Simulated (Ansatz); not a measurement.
Partial pair distribution functions of a relaxed model of amorphous Al28O43Li2, broadened by 0.06 Å; density 3.01 g/cm³. Calculation: PBE, scalar-relativistic without spin-orbit coupling (plane waves to 420 eV, PAW; Ansatz, a program for electronic structure).

It comes from a melt-quench run on a machine-learned potential (CHGNet), relaxed afterwards by DFT. O atoms were pushed apart under 1.9 Å during the dynamics, to hinder bonds among them. The hot cell started wider than the set density and was brought back towards it in steps. It is the lowest in DFT energy of 2 quenches. It is a model cell: composition and starting density were chosen by hand, and all elements were melted together. No dispersion term was used. Its density started from a set value of 3.07 and ended at 3.01 g/cm³. The simulated quench (nominally 410 K/ps over its main leg) is rapid and tends to freeze in more defects than a deposited or slowly cooled glass has. One small periodic cell is one sample of the glass; other quenches scatter about these values. Volume and shape were free in the relaxation.

| r (Å) | g Al-O | g O-Li | g Al-Al | g O-O |
|---|---|---|---|---|
| 1.55 | 0.02 | 0.00 | 0.00 | 0.00 |
| 1.65 | 0.96 | 0.00 | 0.00 | 0.00 |
| 1.75 | 6.15 | 0.22 | 0.00 | 0.00 |
| 1.85 | 7.77 | 3.01 | 0.00 | 0.00 |
| 1.95 | 4.02 | 4.50 | 0.00 | 0.00 |
| 2.05 | 0.93 | 2.85 | 0.00 | 0.00 |
| 2.15 | 0.14 | 1.68 | 0.00 | 0.00 |
| 2.25 | 0.05 | 1.89 | 0.00 | 0.01 |
| 2.35 | 0.05 | 0.35 | 0.00 | 0.33 |
| 2.45 | 0.03 | 0.00 | 0.08 | 1.05 |
| 2.55 | 0.12 | 0.00 | 0.54 | 1.71 |
| 2.65 | 0.19 | 0.01 | 0.88 | 2.48 |
| 2.75 | 0.23 | 0.47 | 1.53 | 2.63 |
| 2.85 | 0.25 | 1.18 | 1.89 | 3.10 |
| 2.95 | 0.26 | 0.19 | 1.65 | 2.50 |
| 3.05 | 0.30 | 0.03 | 1.96 | 1.23 |
| 3.15 | 0.59 | 0.82 | 2.58 | 1.28 |
| 3.25 | 0.76 | 1.62 | 2.21 | 1.03 |
| 3.35 | 0.95 | 0.69 | 2.20 | 0.68 |
| 3.45 | 1.05 | 0.64 | 1.82 | 0.45 |
| 3.55 | 1.23 | 1.13 | 1.15 | 0.47 |
| 3.65 | 1.29 | 0.94 | 0.56 | 0.68 |
| 3.75 | 1.23 | 1.07 | 0.58 | 0.80 |
| 3.85 | 1.27 | 1.40 | 0.29 | 0.75 |
| 3.95 | 1.11 | 1.80 | 0.30 | 0.61 |
| 4.05 | 1.23 | 0.87 | 0.38 | 0.55 |
| 4.15 | 1.31 | 1.34 | 0.53 | 0.76 |
| 4.25 | 1.67 | 1.18 | 0.50 | 0.51 |
| 4.35 | 1.73 | 1.28 | 0.67 | 0.61 |
| 4.45 | 1.30 | 1.85 | 0.93 | 0.87 |
| 4.55 | 1.26 | 1.66 | 1.01 | 0.92 |

Within 2.22 Å each Al has 4.57 O neighbours on average.
